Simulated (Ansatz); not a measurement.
## Ge2Sb2Te5 (model structure, P3m1, No. 156, 9 atoms in the cell)

All values below come from r²SCAN (Ansatz, a quantum-chemistry and plane-wave program, plane waves, PAW).

Run with plane-wave cutoff 560 eV, 12×12×2 k mesh (along the axes of the cell as run), Fermi–Dirac smearing 0.01 eV, scalar-relativistic PAW data made under PBE.

Cell (relaxed with PBE-D3(BJ)):

Ge2Sb2Te5 has the trigonal space group P3m1 (No. 156), Pearson symbol hP9. Cell: a = 4.2457 Å, b = 4.2457 Å, c = 17.3171 Å, α = 90.00°, β = 90.00°, γ = 120.00°. Te1 on 1a is coordinated by 3 Sb at 3.012 Å and 3 Ge at 3.293 Å (octahedral). Sb1 on 1b has 6 Te at 3.012–3.111 Å (octahedral). Te2 on 1c has 6 Sb at 3.111–3.188 Å (octahedral). Sb2 on 1a has 3 Te at 2.985 Å and 3 Te at 3.188 Å (octahedral). Te3 on 1b sees 3 Sb at 2.985 Å and 3 Te at 3.572 Å. Te4 on 1c has 3 Ge at 2.839 Å and 3 Te at 3.572 Å. Ge1 on 1a sees 3 Te at 2.839 Å and 3 Te at 3.313 Å (octahedral). Te5 on 1b is surrounded by 3 Ge at 2.850 Å and 3 Ge at 3.313 Å (octahedral). 1 further independent sites are not listed. (Neighbours: up to the widest gap in distance over summed covalent radii, below 1.35, at either atom.)

```json
{
  "band_gap": "0.16 eV"
}
```

Note: the relaxation could raise the start's symmetry but not lower it, so the cell can be a saddle point; cell and atoms aren't relaxed at this level (largest force component 0.42 eV/Å, pressure 0.7 GPa).

Spin–orbit coupling is not included; it can close the smallest gap of 0.16 eV.

The computed numbers hold no vibrational or temperature effects.

A model structure was made by putting elements into a prototype or built by hand; it is no filed structure, need not be a known phase, and can be a saddle point held by its symmetry.
